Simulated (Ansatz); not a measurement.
A self-consistent single point of AgRh3 (Pm-3n, 8 atoms in the cell) with Ansatz (a program for electronic structure).

Method: PBE (plane waves, PAW; Ansatz).

```
CELL_PARAMETERS angstrom
      4.76181     0.00000     0.00000
      0.00000     4.76181     0.00000
      0.00000     0.00000     4.76181
ATOMIC_POSITIONS crystal
  Rh 0.25000 0.00000 0.50000
  Rh 0.75000 0.00000 0.50000
  Rh 0.00000 0.50000 0.25000
  Rh 0.00000 0.50000 0.75000
  Rh 0.50000 0.25000 0.00000
  Rh 0.50000 0.75000 0.00000
  Ag 0.00000 0.00000 0.00000
  Ag 0.50000 0.50000 0.50000
```

Reference input (self-consistent single point, DFT, PBE, plane waves, default PAW files): kpoints.mp_grid.grid = 9 9 9; hamiltonian.xc = pbe; hamiltonian.pseudopotentials = {kind: paw} (the program's default PAW files); scf.occupations.method = cold; scf.occupations.width = 0.1 eV. This run's input differs from it in these lines:

Ansatz 0.2 input:
```diff
@@ -15,3 +15,3 @@
 kpoints:
-  mp_grid: { grid: [9, 9, 9] }
+  mp_grid: { grid: [4, 4, 4] }
 hamiltonian:
```

Output, abridged:

```
SCF iter   1: F=—  HF=-53593.293589 eV  |F-HF|=—  |Δ(HF+E_count)|=         —  Δρ=3.59e-2  dr2=3.80e-1  ethr=1.77e-3  ⟨swp⟩=5.8  Hψ=2684  notcnv=0  defer=15
all-band conjugate gradients solve this SCF's bands
preconditioner: auto → Kerker (q_TF=auto, 2.849 Å⁻¹)
SCF iter   2: F=—  HF=-53593.220109 eV  |F-HF|=—  |Δ(HF+E_count)|=   7.35e-2  S|Δr|=    0.00e0  Δρ=1.61e-2  dr2=8.38e-2  ethr=2.72e-4  ⟨swp⟩=1.0  Hψ=970  notcnv=0  defer=22
   [... lines left out ...]
SCF iter   6: F=—  HF=-53593.197669 eV  |F-HF|=—  |Δ(HF+E_count)|=   3.39e-5  S|Δr|=    0.00e0  Δρ=3.07e-4  dr2=2.90e-5  ethr=1.12e-7  ⟨swp⟩=2.0  Hψ=1338  notcnv=0  defer=22
SCF iter   7: F=—  HF=-53593.197133 eV  |F-HF|=—  |Δ(HF+E_count)|=   5.36e-4  S|Δr|=    0.00e0  Δρ=8.42e-5  dr2=2.36e-6  ethr=2.07e-8  ⟨swp⟩=1.0  Hψ=794  notcnv=0  defer=22
SCF iter   8: F=-53593.197132 eV  HF=-53593.197132 eV  |F-HF|=3.54e-8  |Δ(HF+E_count)|=   6.51e-7  S|Δr|=    0.00e0  Δρ=1.33e-5  dr2=6.56e-8  ethr=7.14e-11  ⟨swp⟩=8.6  Hψ=3324  notcnv=0
SCF 1 converged in 8 iterations: F = -53593.197132 eV  dr2 = 6.56e-8
Stability not checked (fill_not_monotonic)
Free energy (F): -53593.197132 eV
Internal energy: -53593.202789 eV  (E = F + TS)
E sigma→0 (E₀):  -53593.199018 eV
Entropy (-TS):   0.005657 eV (0.707 meV/atom)
Fermi energy:    22.854241 eV
--- Forces (eV/Å), atoms counted from 1 ---
  atom   1  Rh    -0.00000000    -0.00000000     0.00000000
   [... zero for the other atoms too ...]
--- Stress (GPa, compression-positive) ---
       33.488328       0.000000       0.000000
       -0.000000      33.488328       0.000000
        0.000000       0.000000      33.488328
  P = ⅓ Tr σ = 33.4883 GPa (334.883 kbar)
  The stress holds the Pulay correction. Without it, at fixed plane waves, as pw.x and ABINIT print it: P = 33.3534 GPa
```

The run converged in 8 iterations. Against the reference run the free energy goes up by 27.1 meV/atom and the pressure hardly changes (33.39 to 33.49 GPa).

The starting cell was generated: these elements placed on a structure prototype, without a prior relaxation; it need not be a known phase or ordering of this composition. Its lattice was rescaled by a random factor within 2.5 % of one. Spin polarisation is off. With a pressure of about 33 GPa the cell is away from its equilibrium volume at this level. Ansatz's pressure includes its estimate of the finite-basis (Pulay) stress.
